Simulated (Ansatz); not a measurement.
PBE against r2SCAN: Co2Si

Consider Co$_{2}$Si (space group Pnma, No. 62; a = 4.883 Å, b = 3.711 Å, c = 7.042 Å; ferromagnetic).

(Cell as relaxed with PBE.)

Levels (all Ansatz, a program for electronic structure, PAW): PBE (420 eV, spin-orbit coupling left out); r2SCAN (500 eV, no SOC).

Each level relaxes its own structure.

```csv
quantity,PBE,r2SCAN
volume per atom,10.63 Å³,10.43 Å³
space group,Pnma (No. 62),Pnma (No. 62)
band gap,zero,zero
magnetic state,ferromagnetic,ferromagnetic
largest site moment,0.43 μB,1.07 μB
```

PBE's volume per atom lies 0.20 Å³ above r2SCAN's (1.9 %); PBE's largest site moment lies 0.648 μB below r2SCAN's; the two agree on the space group, band gap and magnetic state. Neither level is exact; r2SCAN is the comparison here, not a measurement.

The magnetic state is the one reached from the starting moments; the real material's order can differ, and small cells can't hold many antiferromagnetic ones. Stability against distortions was not tested.
